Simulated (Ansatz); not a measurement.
MgSnO3 (R-3, No. 148, 10 atoms in the cell; start mp-1176491) was calculated with PBEsol (Ansatz, a first-principles code, PAW).

Settings: plane-wave cutoff 520 eV, 8×8×8 k mesh, Fermi–Dirac smearing 0.01 eV, scalar-relativistic PAW data made under PBE.

Cell (relaxed with PBEsol):

```yaml
crystal:
  lattice:
    - [2.63928, 1.52379, 4.70228]
    - [-2.63928, 1.52379, 4.70228]
    - [0.00000, -3.04758, 4.70228]
  atoms:
    - { symbol: Mg, position: [0.35685, 0.35685, 0.35685] }
    - { symbol: Mg, position: [0.64315, 0.64315, 0.64315] }
    - { symbol: Sn, position: [0.14732, 0.14732, 0.14732] }
    - { symbol: Sn, position: [0.85268, 0.85268, 0.85268] }
    - { symbol: O, position: [0.04784, 0.44860, 0.75634] }
    - { symbol: O, position: [0.95216, 0.55140, 0.24366] }
    - { symbol: O, position: [0.44860, 0.75634, 0.04784] }
    - { symbol: O, position: [0.55140, 0.24366, 0.95216] }
    - { symbol: O, position: [0.75634, 0.04784, 0.44860] }
    - { symbol: O, position: [0.24366, 0.95216, 0.55140] }
```

Problem. What does this level give for the band gap and smallest direct gap on the k points sampled?

Solution. 
- band gap: 2.74 eV
- smallest direct gap on the k points sampled: 2.95 eV

Spin–orbit coupling is not included.

The computed numbers hold no vibrational or temperature effects.

A start named mp-… is a Materials Project structure, which need not be a measured phase.
